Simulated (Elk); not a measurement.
```
Sb
1.0
    3.97713    -2.16578     0.00000
    3.97713     2.16578     0.00000
    2.79774     0.00000     3.56101
Sb
2
Direct
  0.23791   0.23791   0.23791
  0.76650   0.76650   0.76650
```

Method: PBEsol, all-electron FP-LAPW, Elk's shipped species files, default APW+lo basis run with Elk.

The set-up and first iterations of an Elk log for Sb (R-3m, 2 atoms in the cell):

```
│ Elk code version 10.2.4 │

All units are atomic (Hartree, Bohr, etc.)

│ Ground-state run starting from atomic densities │

Lattice vectors :
   7.515682716      -4.092721559     -0.3968424862E-07
   7.515682716       4.092721559     -0.3968424862E-07
   5.286960439       0.000000000       6.729331747

Unit cell volume      :    413.9830627
Brillouin zone volume :   0.5991796182

Muffin-tin inner radius fraction :   0.1000000000E-01

Nuclei treated as point charges

Species :    1 (Sb)
 parameters loaded from : Sb.in
 name : antimony
 nuclear charge    :   -51.00000000
 electronic charge :    51.00000000
 atomic mass :    221954.9019
 muffin-tin radius :    2.600000000
 number of radial points in muffin-tin :    597
 atomic positions (lattice), magnetic fields (Cartesian) :
   1 :   0.23570700  0.23570700  0.23570700    0.00000000  0.00000000  0.00000000
   2 :  -0.23570700 -0.23570700 -0.23570700    0.00000000  0.00000000  0.00000000

   [... lines left out ...]

Muffin-tin radius times maximum |G+k| :    7.000000000
 using average radius
Maximum |G+k| for APW functions       :    2.692307692
Maximum (1/2)|G+k|²                   :    3.624260355
Maximum |G| for potential and density :    5.400000000
 potential will be trimmed for |G| > 2 gkmax
Constant for pseudocharge density :    4
Radial integration step length :    4

G-vector grid sizes :     15    15    15
Number of G-vectors :     1111

Maximum angular momentum used for
 APW functions                      :    8
 outer part of muffin-tin           :    6
 inner part of muffin-tin           :    1

Total nuclear charge    :   -102.0000000
Total core charge       :    72.00000000
Total valence charge    :    30.00000000
Total excess charge     :    0.000000000
Total electronic charge :    102.0000000

Effective Wigner radius, rₛ :   0.9895352373

Number of empty states         :    8
Total number of valence states :   23
Total number of core states    :   72

Total number of local-orbitals :   30

Exchange-correlation functional :     22     0     0
 PBEsol, Phys. Rev. Lett. 100, 136406 (2008)
 gradient requirement :    1
 generalised gradient approximation (GGA)

Smearing type :    3
 Fermi-Dirac
Smearing width :   0.3674930000E-02
Effective electronic temperature (K) :    1160.451112

Mixing type :    3
 Broyden mixing, J. Phys. A: Math. Gen. 17, L317 (1984)

Kohn-Sham potential initialised from atomic data
│ Self-consistent loop started │
│ Loop number : 1 │
 total energy                :     -12967.3946204
│ Loop number : 2 │
 total energy                :     -12967.3943808
RMS change in Kohn-Sham potential (target) :   0.7911662947E-01 (  0.1000000000E-05)
Absolute change in total energy (target)   :   0.2396381533E-03 (  0.1000000000E-03)
│ Loop number : 3 │
 total energy                :     -12967.2832875
RMS change in Kohn-Sham potential (target) :   0.7737936872E-01 (  0.1000000000E-05)
Absolute change in total energy (target)   :   0.1111531692     (  0.1000000000E-03)
│ Loop number : 4 │
 total energy                :     -12964.8030562
RMS change in Kohn-Sham potential (target) :   0.4101313263E-01 (  0.1000000000E-05)
Absolute change in total energy (target)   :    2.508019610     (  0.1000000000E-03)
│ Loop number : 5 │
 total energy                :     -12963.1041334
RMS change in Kohn-Sham potential (target) :   0.1563860213E-01 (  0.1000000000E-05)
Absolute change in total energy (target)   :    2.325927662     (  0.1000000000E-03)
│ Loop number : 6 │
 total energy                :     -12962.4483897
RMS change in Kohn-Sham potential (target) :   0.6415377687E-02 (  0.1000000000E-05)
Absolute change in total energy (target)   :    1.237225636     (  0.1000000000E-03)
│ Loop number : 7 │
 total energy                :     -12962.1053598
RMS change in Kohn-Sham potential (target) :   0.2791694126E-02 (  0.1000000000E-05)
   [... lines left out ...]
```

Question: Will this run converge, and how will it end?

Answer: The run ended unconverged after 200 iterations. It gives no final result for the task that was set. The log goes on:

```
Absolute change in total energy (target)   :    8.558667572     (  0.1000000000E-03)
│ Loop number : 134 │
 total energy                :     -12852.3462869
   [... lines left out ...]
RMS change in Kohn-Sham potential (target) :   0.6917578106E-01 (  0.1000000000E-05)
Absolute change in total energy (target)   :    63.87027821     (  0.1000000000E-03)
│ Loop number : 198 │
 total energy                :     -12934.1986789
RMS change in Kohn-Sham potential (target) :   0.2247408342     (  0.1000000000E-05)
Absolute change in total energy (target)   :    18.94634298     (  0.1000000000E-03)
│ Loop number : 199 │
 total energy                :     -13161.0760680
RMS change in Kohn-Sham potential (target) :    2.938730803     (  0.1000000000E-05)
Absolute change in total energy (target)   :    222.1408033     (  0.1000000000E-03)
│ Loop number : 200 │
Reached self-consistent loops maximum

Energies :
 Fermi                       :      2.05147303149
 total energy                :     -12751.3645320

Density of states at Fermi energy :   0.6836512141
 (states/Hartree/unit cell)

Estimated indirect band gap :   0.4113314930E-01
 from k-point      5 to k-point      2
Estimated direct band gap   :   0.4354532135E-01
 at k-point      5

Charges :
 core                        :    72.00000000
 valence                     :    30.00000000
 interstitial                :    4.442409734
 muffin-tins (core leakage)
  species :    1 (Sb)
   atom    1                 :    48.77879513     (  0.7394483201E-03)
   atom    2                 :    48.77879513     (  0.7394483201E-03)
 total in muffin-tins        :    97.55759027
 total calculated charge     :    101.9959862
 total charge                :    102.0000000
 error                       :   0.4013840384E-02

│ Self-consistent loop stopped │
```

The starting cell has typed, rounded lattice constants, without a prior relaxation at this level. Its lattice was rescaled by up to half a per cent. One atom was moved a little off its site on purpose. Spin-orbit coupling is off. Values depend on the basis (sphere radii, cutoffs, local orbitals), which need not be converged.

The run was DFT, PBEsol, all-electron FP-LAPW, Elk's shipped species files, default APW+lo basis. Main settings of its input:

```
setting          value
-------  -------------
xctype              22
rgkmax               7
stype                3
swidth   0.00367493 Ha
ngridk           3 3 3
gmaxvr      5.4 1/bohr
```
